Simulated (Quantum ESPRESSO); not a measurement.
Troubleshooting Quantum ESPRESSO: a failed run on BaMg6Cd (P1, 8 atoms in the cell). The aim is a self-consistent single point with DFT, LDA (PZ), plane waves, GBRV 1.5 ultrasoft (LDA) pseudopotentials.

Cell that was meant: a = 5.1701 Å, b = 7.0125 Å, c = 7.0125 Å, α = 60.47°, β = 90.00°, γ = 90.00°.

Part of the input:

```fortran
Cd    0.5083150000    0.0006782473    1.5045208019
K_POINTS automatic
4 3 3  0 0 0
```

The program printed (abridged):

```
 %%%%%%%%%%%%%%%%%%%%%%%%%%%%%%%%%%%%%%%%%%%%%%%%%%%%%%%%%%%%%%%%%%%%%%%%%%%%%%
     Error in routine cell_base_init (1):
     ibrav=0: must read cell parameters
 %%%%%%%%%%%%%%%%%%%%%%%%%%%%%%%%%%%%%%%%%%%%%%%%%%%%%%%%%%%%%%%%%%%%%%%%%%%%%%

     stopping ...
```

### Question
Read the log: what does the program object to, and what is the fix?

### Answer
The fault is no cell vectors for a free lattice. A free lattice needs its vectors. To fix it, add the cell. The program stopped before any SCF iteration.

An input that runs soundly differs in these lines (not the only fix; some lines may just follow from the change or write a value another way):
```diff
+CELL_PARAMETERS bohr
+   9.7701675232     0.0000000000     0.0000000000
+   0.0000000000     6.6733032475    11.4487262021
+   0.0000000000    -6.6733032475    11.4487262021
```

With that input, the run converged in 14 iterations: free energy E − TS -12724.0222 eV; Fermi level (on the code's own zero) 5.78 eV; pressure -2.12 GPa; largest force (vector length) 0.266 eV/Å (DFT, LDA (PZ), plane waves, GBRV 1.5 ultrasoft (LDA) pseudopotentials).

On the sound input: the starting cell comes from a database of computed structures (which also holds hypothetical and non-ambient phases and stackings), without a prior relaxation at this level. Its atoms were displaced at random from the sites of space group no. 38.
